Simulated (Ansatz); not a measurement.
Ansatz (a quantum-chemistry and plane-wave program) is run on a sheet of MgH₂ (3 atoms in the cell), and the run fails. The aim is a self-consistent single point with DFT, LDA (PW92), plane waves, default PAW files made with PBE.

Cell that was meant: a = 2.5274 Å, b = 2.5274 Å, c = 16.4085 Å, α = 90.00°, β = 90.00°, γ = 120.00°.

Part of the input:

Ansatz 0.2 input:
```yaml
kpoints:
  mp_grid:
    grid: [10, 10, 1]
hamiltonain:
  xc: lda
  pseudopotentials:
    kind: paw
```

Output, abridged:

```
Error: YAML parse error: error: line 13 column 1: unknown field `hamiltonain`, expected one of crystal, accuracy, basis, kpoints, hamiltonian, magnetization, projection, total_charge, correlation, batch, efield, external_charges, scf, relax, neb, saddle, md, ramp, phonons, dielectric, real_time, elastic, magnetic_configurations, gw, evaluate, workflow, output, checkpoint, execution
  --> <input>:13:1
   |
11 |   mp_grid:
12 |     grid: [10, 10, 1]
13 | hamiltonain:
   | ^ unknown field `hamiltonain`, expected one of crystal, accuracy, basis, kpoints, hamiltonian, magnetization, projection, total_charge, correlation, [...]
14 |   xc: lda
15 |   pseudopotentials:
   |
```

Problem. Read the log: what does the program object to, and what is the fix?

Solution. The program does not know the word hamiltonain. To fix it, write hamiltonian. The program stopped before any SCF iteration.

The sound input it was made from differs as follows (other fixes are possible):
```diff
-hamiltonain:
+hamiltonian:
```

With that input, the run converged in 6 iterations: free energy E − TS (on the zero of these files) -1931.6548 eV; gap on the k-point mesh 1.34 eV; pressure averaged over the cell with its vacuum 5.69 GPa; largest force (vector length) 0.144 eV/Å (DFT, LDA (PW92), plane waves, default PAW files made with PBE).

On the sound input: the starting cell was generated: these elements placed on a structure prototype, without a prior relaxation; it need not be a known phase or ordering of this composition.
